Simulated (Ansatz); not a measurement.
Base system: ZrSe2 in the CdI2 type structure (space group P-3m1, No. 164; a = 3.662 Å, c = 5.842 Å; layered, stacked along the Cartesian z axis).

Computed with PBEsol-D3(BJ) (Ansatz, an electronic-structure program, PAW, spin-orbit coupling left out).

Before the change:

| Quantity | Result |
|---|---|
| Volume per atom | 22.61 Å³ |
| c/a ratio | 1.595 |
| Band gap | zero |

Perturbation: a hydrostatic pressure of 18 GPa.

Problem. How does this affect the volume per atom?

Solution. The volume per atom falls by 4.44 Å³, from 22.61 Å³ to 18.17 Å³.

Problem. Estimate the effect on the c/a ratio.

Solution. The c/a ratio grows by 0.041 (1.595 → 1.636).

Problem. Predict the new band gap.

Solution. The band gap stays zero.

Load acts through the strain it causes; cell and atoms are relaxed under it. No phonon test of stability was made. Competing high-pressure phases were not computed. The final runs are not spin-polarised. A zero or small gap of ZrSe2 can be the functional's error rather than a property of the material.
